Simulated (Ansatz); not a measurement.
ZnS (F-43m) under hydrostatic pressure: electron conductivity mass by PBEsol with spin-orbit coupling, rigid bands (plane waves, PAW; Ansatz, an electronic-structure program). The unloaded cell, whose axes the loads refer to:

```xyz
2
Lattice="0.0000 2.6783 2.6783 2.6783 0.0000 2.6783 2.6783 2.6783 0.0000" Properties=species:S:1:pos:R:3 pbc="T T T"
Zn     0.0000     0.0000     0.0000
S      1.3391     1.3391     1.3391
```

```csv
hydrostatic pressure (GPa),volume per atom (Å³),electron conductivity mass (mₑ)
-2,19.74,0.174
0,19.21,0.179
2,18.76,0.184
5,18.17,?
10,17.36,0.199
```

Fit a straight line to ln(electron conductivity mass) against the load over the rows given, and predict the row at 5 GPa.

The means are x̄ = 2.500 GPa and ȳ = -1.6941; Σ(x − x̄)(y − ȳ) = 0.9081 and Σ(x − x̄)² = 83.00, so the slope is 1.09 % per GPa, and the rows given lie within 0.67 % of the line. At 5 GPa the line gives 0.189 mₑ; the calculation gives 0.190 mₑ, 0.60 % from it.

Masses are for dilute carriers at 300 K, harmonic means over directions unless an axis is named. Stresses and pressures are the targets of the relaxation. The structure type is held at every load. Geometry: cell and atoms relaxed with PBEsol.
